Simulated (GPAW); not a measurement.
GPAW run on CaCd3 (P6_3/mmc, 8 atoms in the cell): self-consistent single point.

Method: PBEsol, GPAW PAW datasets PBEsol (made by gpaw-setup) (plane waves; GPAW 25.7.0).

```
CELL_PARAMETERS angstrom
      6.70323     0.00000     0.00000
     -3.35161     5.80517     0.00000
      0.00000     0.00000     4.99886
ATOMIC_POSITIONS crystal
  Ca 0.66667 0.33333 0.25000
  Ca 0.33333 0.66667 0.75000
  Cd 0.31481 0.15740 0.75000
  Cd 0.68519 0.84259 0.25000
  Cd 0.15740 0.31481 0.25000
  Cd 0.84259 0.68519 0.75000
  Cd 0.84259 0.15740 0.75000
  Cd 0.15740 0.84259 0.25000
```

Reference input (self-consistent single point, DFT PBEsol, plane waves, GPAW PAW datasets PBEsol (made by gpaw-setup)): mode = pw; ecut = 550 eV; xc = PBEsol; kpts = 4 4 5; mesh shift (steps) = 0 0 0; occupations.name = methfessel-paxton; occupations.width = 0.1 eV; occupations.order = 1; nbands = -12; convergence.density = 1e-05 e/electron; convergence.energy = 1e-05 eV/electron; symmetry.symmorphic = false. This run's input differs from it in these lines:

```diff
@@ -22,3 +22,3 @@
             occupations={'name': 'methfessel-paxton', 'width': 0.1, 'order': 1},
-            nbands=-12,
+            nbands=-2,
             convergence={'density': 1e-05, 'energy': 1e-05},
```

Output (repeated stretches shortened):

```
     iter     time        total  log10-change:
                         energy   eigst   dens
iter:   1 --:--:--   -15.188239
iter:   2 --:--:--   -15.692584   -0.59  -1.46
iter:   3 --:--:--   -15.762607   -1.15  -1.47
iter:   4 --:--:--   -15.249813   -1.76  -1.49
iter:   5 --:--:--   -15.476409   -1.10  -1.62
   [... 5 lines left out ...]
iter:  11 --:--:--   -15.037700   -2.72  -2.69
iter:  12 --:--:--   -15.037871   -3.59  -3.34
iter:  13 --:--:--   -15.036765   -4.58  -3.46
iter:  14 --:--:--   -15.036670   -4.57  -3.54
iter:  15 --:--:--   -15.036618c  -5.34  -3.45
iter:  16 --:--:--   -15.036597c  -6.13  -3.90
iter:  17 --:--:--   -15.036613c  -6.26  -4.02
iter:  18 --:--:--   -15.036601c  -6.11  -4.08
iter:  19 --:--:--   -15.036600c  -6.76  -4.24
   [... 4 lines left out ...]
iter:  24 --:--:--   -15.036617c  -5.77  -4.57
iter:  25 --:--:--   -15.036597c  -6.53  -4.10
iter:  26 --:--:--   -15.036595c  -7.32  -4.46
iter:  27 --:--:--   -15.036592c  -6.78  -4.60
iter:  28 --:--:--   -15.036593c  -7.63c -5.17c
Converged after 28 iterations.

Dipole moment: (-0.000000, -0.000000, 0.000000) |e|*Ang

Energy contributions relative to reference atoms: (reference = -949588.967256)

Kinetic:        +16.203788
Potential:       -4.338140
External:        +0.000000
XC:             -26.518481
Entropy (-ST):   -0.004984
Local:           -0.380437
SIC:             +0.000000
--------------------------
Free energy:    -15.038254
Extrapolated:   -15.036593

Showing only first 2 kpts
 Kpt  Band  Eigenvalues  Occupancy
  0    44      4.25006    2.00000
  0    45      5.32058    2.00000
  0    46      7.22071   -0.00000
  0    47      8.06920   -0.00000

  1    44      4.46540    2.00000
  1    45      5.35834    2.00000
  1    46      6.80759   -0.00000
  1    47      6.80763   -0.00000

Fermi level: 6.37006

No gap
   [... lines left out ...]
  2 Cd   -0.07352   -0.04245    0.00000
  3 Cd    0.07352    0.04245    0.00000
  4 Cd    0.00000   -0.08490    0.00000
  5 Cd    0.00000    0.08490    0.00000
  6 Cd    0.07352   -0.04245   -0.00000
  7 Cd   -0.07352    0.04245    0.00000

Stress tensor:
     0.013713    -0.000000     0.000000
    -0.000000     0.013713     0.000000
     0.000000     0.000000     0.009013
Stress (GPa, Voigt): [ 2.197   2.197   1.4441  0.      0.     -0.    ]
```

The run converged in 28 iterations. GPAW prints stress with tension positive. Against the reference run the free energy goes up by 2.2 meV/atom, the pressure stays near -1.95 GPa while the zz stress (positive for compression) goes from -1.77 to -1.44 GPa and the largest force goes from 0.061 to 0.085 eV/Å.

The starting cell comes from a database of computed structures (which also holds hypothetical and non-ambient phases and stackings), without a prior relaxation at this level.

Cost on one core of a shared machine: roughly 2 min.
